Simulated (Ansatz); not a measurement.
Take In2O3 (space group P-3m1, No. 164; a = 3.419 Å, c = 6.094 Å; a hypothetical phase, not in the database extracts checked) as the base.

Levels (all Ansatz, a program for electronic structure, PAW): PBEsol (420 eV, no SOC); r2SCAN (500 eV, no spin-orbit coupling).

The geometry is relaxed with PBEsol.

| Property | Value |
|---|---|
| PBEsol lowest conduction level above the VBM at special points | Γ 0.70 eV; A 2.92 eV; M 3.97 eV; L 4.37 eV |
| PBEsol gap character | indirect, L → Γ |
| PBEsol smallest direct gap | 0.72 eV |

**Question.** How does going to r2SCAN change the lowest conduction level above the VBM at special points, gap character and smallest direct gap?

**Answer.** The lowest conduction level above the VBM at special points becomes Γ 1.31 eV; A 3.41 eV; M 4.71 eV; L 5.09 eV (PBEsol: Γ 0.70 eV; A 2.92 eV; M 3.97 eV; L 4.37 eV); the gap character is still indirect, L → Γ; the smallest direct gap increases by 0.60 eV, from 0.72 eV to 1.32 eV.

Single points use the geometry relaxed with PBEsol. No phonon test of stability was made. The base started in P3m1 and relaxed to P-3m1 at this level.
